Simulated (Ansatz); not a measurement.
Band structure of In2Sb (P6_3/mmc, 6 atoms in the cell).

```
CELL_PARAMETERS angstrom
      5.37990     0.00000     0.00000
     -2.68995     4.65913     0.00000
      0.00000     0.00000     6.72255
ATOMIC_POSITIONS crystal
  In 0.66667 0.33333 0.25000
  In 0.33333 0.66667 0.75000
  In 0.00000 0.00000 0.50000
  In 0.00000 0.00000 0.00000
  Sb 0.66667 0.33333 0.75000
  Sb 0.33333 0.66667 0.25000
```

Computed with LDA (PW92), PAW files made with PBE (plane waves; Ansatz, a first-principles code).

Settings: kpoints.mp_grid.grid = 5 5 4; hamiltonian.xc = lda; hamiltonian.pseudopotentials = {kind: paw} (the program's default PAW files); scf.occupations.method = fermi_dirac; scf.occupations.width = 0.136 eV; kpoints.band_path.npoints = 8.

The starting cell comes from a database of computed structures (which also holds hypothetical and non-ambient phases and stackings), without a prior relaxation at this level. Spin-orbit coupling is off. The run gives no clean gap (levels at the Fermi energy touch, overlap or are partly filled at this smearing), which alone does not show that the compound is a metal.

Levels in eV from the Fermi level, bands 38 to 45:
| point | 38 | 39 | 40 | 41 | 42 | 43 | 44 | 45 |
|---|---|---|---|---|---|---|---|---|
| Γ | -1.77 | -1.77 | -1.70 | -0.52 | -0.32 | -0.32 | -0.03 | 0.52 |
| M | -3.55 | -1.66 | -1.66 | -1.19 | 1.33 | 1.53 | 2.25 | 3.33 |
| K | -2.95 | -2.95 | -0.58 | -0.02 | -0.02 | 1.84 | 2.35 | 2.35 |
| A | -1.87 | -1.87 | -1.87 | -1.04 | -1.04 | -0.23 | -0.23 | -0.23 |
| L | -3.09 | -0.66 | -0.66 | 0.46 | 0.46 | 2.31 | 2.31 | 2.90 |
| H | -0.60 | -0.44 | -0.44 | 0.10 | 0.10 | 0.76 | 0.76 | 1.78 |

Bands cross the Fermi level along this path, so the cell is metallic at this level.

Keys are those of Ansatz 0.2.
